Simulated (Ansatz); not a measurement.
The starting structures come from a database of crystals and need not be the phases stable at ambient conditions.

 Where the default PAW files enter, the runs use the earlier of Ansatz's two default sets.

By PBEsol, the system below comes out a metal.

Without scattering a metal conducts by its projected Fermi surface.

Here is the system:

```
CELL_PARAMETERS angstrom
      3.08463     0.00000     0.00000
      0.00000     4.36233     0.00000
      0.00000     2.18116     2.18116
ATOMIC_POSITIONS crystal
  Ti 0.50000 0.50000 0.00000
  Os 0.00000 0.00000 0.00000
```

Space group of this cell: Pm-3m, CsCl type. The cell is taken as given; by PBEsol its mean pressure is -5.7 GPa.

The current flows along the normal of the first two printed cell vectors, the (110) plane of the conventional cell. No spin-orbit coupling; the value is a mean over 0.1 eV about the Fermi level.

Problem. Compute, with PBEsol (Ansatz, a program for electronic structure), the ballistic conductance per area.

Solution. 0.39 × 10¹⁵ S/m² for both spins.
